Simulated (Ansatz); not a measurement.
Surface: Si(111) 1x1 surface, 6 top atoms, 3 bilayers, bottom bilayer H-capped and fixed, every top atom capped by H; cell 11.5 x 6.6 Å; two neighbouring H replaced by SH; about 7 Å thick over the host's atoms, 18 atoms held. The numbers are results of PBE-D3(BJ) (plane waves to 420 eV, PAW; Ansatz, a first-principles code), not measurements. k mesh 1 x 2 x 1. The slab states were run without spin polarisation. No spin-orbit coupling. No Hubbard U. A thicker slab, a larger cell or a denser mesh can move such energies by a tenth of an eV or more. No zero-point or entropy terms are included. Each state was relaxed from one prepared geometry.

End state of this step: H2S attacks the fragment of WF6 (twice exchanged) and HF forms. Atoms near the product:

```
atom   x (Å)   y (Å)   z (Å)
-----  -----  ------  ------
H(29)  3.613   6.578  11.004
H(44)  7.722   6.627  11.070
S(46)  5.333   4.214  11.376
W(a0)  3.966   9.721  12.886
F(a2)  5.142   9.843  14.354
F(a3)  6.271   6.378  13.669
F(a4)  5.021   8.156  12.291
F(a6)  3.026   8.425  13.903
S(c0)  3.116  11.758  13.634
H(c1)  5.837   7.074  13.185
H(c2)  4.148  12.096  14.454
```

### Question
What energy does it take to move HF into the gas, one a cell, with the surface relaxed behind it, and what are its closest contacts before it leaves?

### Answer
0.38 eV. Its closest contacts to the rest of the cell: H(c1)...F(a4) 1.62 Å, F(a3)...H(c2) 2.44 Å, F(a3)...F(a4) 2.57 Å.
